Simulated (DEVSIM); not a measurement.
Structure: Pt/SiO2/p-Ge capacitor, at 300 K.

```
layer (left to right)  material  thickness (nm)  Na (cm⁻³)
---------------------  --------  --------------  ---------
1                          SiO2            1.40          -
2                            Ge             880     4.6e17
```

Metal gate on the left, work function 5.6 eV. Fixed charge at the semiconductor interface 5.8e10 cm⁻² (in units of +e); no interface traps.

This is a model device: material constants are rounded textbook-type values typed into the input, and sizes, dopings and lifetimes were drawn at random. Values at 300 K; Nc and Nv go as T^1.5, mobilities as T to minus their exponent, the gap by Varshni's rule with the affinity fixed.

```
parameter         SiO2        Ge
----------------  ----  --------
gap (eV)             9     0.664
affinity (eV)      0.9         4
permittivity       3.9        16
Nc (cm⁻³)            -   1.04e19
Nv (cm⁻³)            -      6e18
Varshni α (eV/K)     -  0.000477
Varshni β (K)        -       235
```

Simulated with DEVSIM: 1D Poisson equation in equilibrium, Boltzmann statistics, complete ionisation; no quantum confinement or tunnelling. Metal contacts follow the ideal Schottky-Mott rule: no Fermi-level pinning, no interface dipoles.

The temperature was swept, all else fixed.

| temperature (K) | flat-band voltage (V) | threshold voltage (band bending 2φF) (V) | minimum of the low-frequency capacitance (μF/cm²) |
|---|---|---|---|
| 250 | 0.96 | 1.67 | 0.303 |
| 300 | 1.00 | 1.65 | 0.323 |
| 350 | 1.04 | 1.62 | 0.354 |
| 400 | 1.08 | 1.59 | 0.396 |
| 450 | 1.12 | 1.56 | 0.447 |
| 500 | 1.16 | 1.52 | 0.530 |

From the first row to the last the flat-band voltage goes from 0.96 to 1.16. From the first row to the last the threshold voltage (band bending 2φF) goes from 1.67 to 1.52.
